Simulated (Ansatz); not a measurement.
Pressure series in Sn4Au

The reference is Sn₄Au (space group Ccce, No. 68; a = 6.5225 Å, b = 11.7601 Å, c = 6.4897 Å; a cell from a computed database, its experimental status unchecked).

Cell and atoms are relaxed at each pressure.

Computed with DFT with PBEsol, PAW potentials and a 420 eV plane-wave cutoff in Ansatz (an electronic-structure program), no spin-orbit coupling.

Two rows of this table had their results exchanged by mistake.

```json
[
 {"pressure": "pressure −2 GPa", "volume per atom (Å³)": "24.63", "shortest distance (Å)": "2.849", "band gap": "zero"},
 {"pressure": "pressure −1 GPa", "volume per atom (Å³)": "25.30", "shortest distance (Å)": "2.871", "band gap": "zero"},
 {"pressure": "pressure 0.3 GPa", "volume per atom (Å³)": "24.77", "shortest distance (Å)": "2.854", "band gap": "zero"},
 {"pressure": "pressure 0.7 GPa", "volume per atom (Å³)": "25.77", "shortest distance (Å)": "2.886", "band gap": "zero"},
 {"pressure": "pressure 1.5 GPa", "volume per atom (Å³)": "24.34", "shortest distance (Å)": "2.839", "band gap": "zero"},
 {"pressure": "pressure 3 GPa", "volume per atom (Å³)": "23.86", "shortest distance (Å)": "2.822", "band gap": "zero"},
 {"pressure": "pressure 5 GPa", "volume per atom (Å³)": "23.30", "shortest distance (Å)": "2.801", "band gap": "zero"},
 {"pressure": "pressure 7.5 GPa", "volume per atom (Å³)": "22.69", "shortest distance (Å)": "2.779", "band gap": "zero"},
 {"pressure": "pressure 10 GPa", "volume per atom (Å³)": "22.17", "shortest distance (Å)": "2.758", "band gap": "zero"}
]
```

Question: Which two?

Answer: The rows for pressure −2 GPa and pressure 0.7 GPa: the volume has to fall steadily with pressure, so 25.77 Å³ belongs to pressure −2 GPa and 24.63 Å³ to pressure 0.7 GPa.

Load acts through the strain it causes; cell and atoms are relaxed under it. Stability against distortions was not tested. No other phases were tried under pressure.
